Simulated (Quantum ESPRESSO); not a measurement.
**Pressure against volume in CuAu-type TiAl (space group 123) (Quantum ESPRESSO, LDA)**

```
TiAl
1.0
    2.71993     0.00000     0.00000
    0.00000     2.71993     0.00000
    0.00000     0.00000     3.91171
Ti Al
1 1
Direct
  0.00000   0.00000   0.00000
  0.50000   0.50000   0.50000
```

Computed with LDA (PZ), GBRV 1.5 ultrasoft (LDA) pseudopotentials (plane waves; Quantum ESPRESSO). Settings: ecutwfc = 65 Ry; ecutrho = 520 Ry; occupations = smearing; smearing = fd; degauss = 0.0036749 Ry; potentials = {Ti: ti_lda_v1.4.uspp.F.UPF, Al: al_lda_v1.uspp.F.UPF}; K_POINTS = automatic 21 21 15 0 0 0; conv_thr = 1e-10 Ry; mixing_beta = 0.4. The cell above is the first row's. The rows scale it uniformly. In all rows fractional positions and the k mesh are held.

| V (Å^3/atom) | P (GPa) |
|---|---|
| 14.469 | ? |
| 14.784 | 4.54 |
| 15.099 | 1.61 |
| 15.413 | -1.04 |
| 15.728 | -3.44 |
| 16.042 | -5.61 |
| 16.357 | -7.57 |
| 16.671 | -9.34 |
| 16.986 | -10.94 |

Q: Fit P against V with a cubic, and predict the withheld value at V = 14.469.

A: With u = V - 15.9, the rows have u = -1.1160, -0.8010, -0.4870, -0.1720, 0.1420, 0.4570, 0.7710, 1.0860. Least squares gives P = -4.656 - 6.8629·u + 1.1109·u² - 0.1105·u³. Residuals (row less fit): 0.000, -0.001, -0.002, 0.002, -0.002, 0.001, -0.002, 0.000; standard error 0.002 (degrees of freedom: 4). The fitted pressure is zero at V0 = 15.29, where dP/dV = -8.351, so B0 = -V0·dP/dV = 128 GPa. At the withheld row, u = -1.4310, so P = -4.656 - 6.8629 × (-1.4310) + 1.1109 × (-1.4310)² - 0.1105 × (-1.4310)³ = 7.763 GPa. The calculation gives 7.79 GPa, 0.027 GPa above the prediction (0.1 % of the range of P in the table). The row lies outside the fitted rows, so this is an extrapolation. From the scatter of the fitted rows alone, a prediction at this place has a standard error of 0.006 GPa, so the miss is 4.5 times that.

Carrying the step between the two nearest rows on in a straight line would have given 7.47, off by 0.32; series whose last step already gives the withheld value aren't shown. The scan was laid around a cell of about the measured size, scaled by a guess for this functional; axis ratios and inner coordinates come from that cell. The runs keep the symmetry of the cell, so they don't test it for distortions. Spin polarisation is off. The shape of the cell and the inner coordinates aren't relaxed, so V0 and B0 belong to this uniform scaling; a relaxed crystal lies no higher in energy and is usually softer. Cutoffs and mesh are single choices, not tested for convergence of this quantity. Series with a scatter that would blur these digits, or in which a gap closes, are not shown.

Terms beyond the fitted order, or numerical noise in single rows, can give a miss of this size; the table doesn't tell which.
